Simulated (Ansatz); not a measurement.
# Pressure series in Ge

Start from Ge in the diamond structure (space group Fd-3m, No. 227).

```cif
data_Ge8
_chemical_formula_sum 'Ge8'
_space_group_name_H-M_alt 'Fd-3m :1'
_space_group_IT_number 227
_space_group_name_Hall 'F 4d 2 3 -1d'
_cell_length_a 5.67616
_cell_length_b 5.67616
_cell_length_c 5.67616
_cell_angle_alpha 90.000
_cell_angle_beta 90.000
_cell_angle_gamma 90.000
loop_
_atom_site_label
_atom_site_type_symbol
_atom_site_symmetry_multiplicity
_atom_site_Wyckoff_symbol
_atom_site_fract_x
_atom_site_fract_y
_atom_site_fract_z
_atom_site_occupancy
Ge1 Ge 8 a 0.00000 0.00000 0.00000 1
```
(The calculation used a cell of 2 atoms; values per cell refer to that cell.)

Cell and atoms are relaxed at each pressure.

The values are results of Ansatz (a first-principles code), PBEsol, PAW, cutoff 420 eV, no spin-orbit coupling, not measurements.

Two rows of this table had their results exchanged by mistake.

| pressure | volume per atom (Å³) | shortest distance (Å) | band gap |
|---|---|---|---|
| pressure −2 GPa | 23.60 | 2.484 | zero |
| pressure −1 GPa | 23.21 | 2.470 | zero |
| pressure 0.3 GPa | 22.76 | 2.454 | zero |
| pressure 0.7 GPa | 22.63 | 2.449 | zero |
| pressure 1.5 GPa | 20.89 | 2.385 | 0.36 eV |
| pressure 3 GPa | 21.95 | 2.425 | 0.21 eV |
| pressure 5 GPa | 21.44 | 2.406 | 0.29 eV |
| pressure 7.5 GPa | 22.38 | 2.440 | 0.09 eV |
| pressure 10 GPa | 20.41 | 2.367 | 0.32 eV |

Question: Which two?

Answer: The rows for pressure 1.5 GPa and pressure 7.5 GPa: the volume has to fall steadily with pressure, so 22.38 Å³ belongs to pressure 1.5 GPa and 20.89 Å³ to pressure 7.5 GPa.

Load acts through the strain it causes; cell and atoms are relaxed under it. Stability against distortions was not tested. Tetrahedral semiconductors of this kind turn to denser phases somewhere between about 1 and 50 GPa; those were not computed, so compressed cells here can lie past the real transition. A zero or small gap of Ge can be the functional's error rather than a property of the material.
